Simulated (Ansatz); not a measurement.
**A 3x3 cell of the 1x1 (111) surface of fcc Ag, relaxed from a rattled start**

All values below come from PBE (plane waves to 420 eV, PAW; Ansatz, a first-principles code).

Set-up: 36 atoms, 7.2 Å thick at the start (thin: gaps and levels are the slab's own); mesh 4x4x1; 0.1 eV smearing; dipole correction on; 18 atoms held, the rest relaxed; no symmetry held; no spin, no spin-orbit, no U.

```json
{
 "work_function_of_the_top_face": "4.44 eV",
 "energy_released_by_relaxation": "0.20 eV",
 "energy_gained_against_the_symmetric_clean_supercell": "0.000 eV"
}
```
